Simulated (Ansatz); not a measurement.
What pressure 15 GPa does to Ti3Al

Start from Ti$_{3}$Al (space group P6_3/mmc, No. 194; a = 5.747 Å, c = 4.632 Å).

It is then changed as follows: a hydrostatic pressure of 15 GPa.

All numbers come from r2SCAN (Ansatz, an electronic-structure program), scalar-relativistic without spin-orbit coupling, earlier PAW set. k-mesh 10×10×10 (Γ-centred); smearing 0.05 eV (Fermi–Dirac).

The volume per atom drops by 1.62 Å³, from 16.56 Å³ to 14.94 Å³ and the density rises by 0.46 g/cm³ to 4.74 g/cm³. The lattice parameter a falls by 0.2027 Å, from 5.747 Å to 5.545 Å and the c/a ratio increases by 0.004 (0.806 → 0.810). The shortest interatomic distance falls by 0.100 Å, from 2.813 Å to 2.713 Å and the enthalpy H = E + PV relative to the base's energy is +1.47 eV/atom. The band gap remains zero.

Load acts through the strain it causes; cell and atoms are relaxed under it. Whether these cells are dynamically stable was not tested. Competing high-pressure phases were not computed. All final runs are without spin polarisation.
